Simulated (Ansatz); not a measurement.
Results of PBE+SOC in Ansatz (PAW) for MgCd2P2 (model structure, started from the CaAl2Si2 type, P-3m1, No. 164, 5 atoms in the cell).

Settings: plane-wave cutoff 520 eV, 18×18×8 k mesh (along the axes of the cell as run), Fermi–Dirac smearing 0.05 eV, PAW data made under PBE.

Cell (relaxed with PBEsol):

```cif
data_Cd2MgP2
_chemical_formula_sum 'Mg1 Cd2 P2'
_space_group_name_H-M_alt 'P 1'
_space_group_IT_number 1
_cell_length_a 4.15188
_cell_length_b 4.15188
_cell_length_c 6.71901
_cell_angle_alpha 90.000
_cell_angle_beta 90.000
_cell_angle_gamma 120.000
loop_
_space_group_symop_operation_xyz
  'x, y, z'
loop_
_atom_site_label
_atom_site_type_symbol
_atom_site_fract_x
_atom_site_fract_y
_atom_site_fract_z
_atom_site_occupancy
Mg1 Mg 0.00000 0.00000 0.00000 1
Cd1 Cd 0.33333 0.66667 0.63509 1
Cd2 Cd 0.66667 0.33333 0.36491 1
P1 P 0.33333 0.66667 0.21759 1
P2 P 0.66667 0.33333 0.78241 1
```

### Question
Predict the band gap.

### Answer

- band gap = 0.41 eV (on the SCF k mesh)

Note: the relaxation could raise the start's symmetry but not lower it, so the cell can be a saddle point; cell and atoms aren't relaxed at this level (largest force component 0.17 eV/Å, pressure 3.1 GPa).

The computed numbers hold no vibrational or temperature effects.

A model structure was made by putting elements into a prototype or built by hand; it is no filed structure, need not be a known phase, and can be a saddle point held by its symmetry.

Ansatz is a first-principles code.
